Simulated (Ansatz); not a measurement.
The reference is BN in the zinc blende structure (space group F-43m, No. 216).

```
BN
1.0
    0.00000     1.80256     1.80256
    1.80256     0.00000     1.80256
    1.80256     1.80256     0.00000
N B
1 1
Direct
  0.75000   0.75000   0.75000
  0.00000   0.00000   0.00000
```

Cartesian axes are those of the cell as printed.

Calculations: PBEsol, PAW, 420 eV (Ansatz, an electronic-structure program; without spin-orbit coupling), earlier PAW set.

Base values:

| Property | Result |
|---|---|
| Shortest interatomic distance | 1.561 Å |

Now apply this change: uniaxial stress, 2 GPa tension along x, with the cell and atoms free to relax against it.

Task: How does this affect the mean lateral Poisson ratio?

Result: The mean lateral Poisson ratio amounts to 0.19.

Task: What does the calculation give for the shortest interatomic distance after the change?

Result: The shortest interatomic distance stays essentially unchanged (1.561 Å against 1.562 Å).

Load acts through the strain it causes; cell and atoms are relaxed under it. Stability under load was not tested beyond the relaxation.
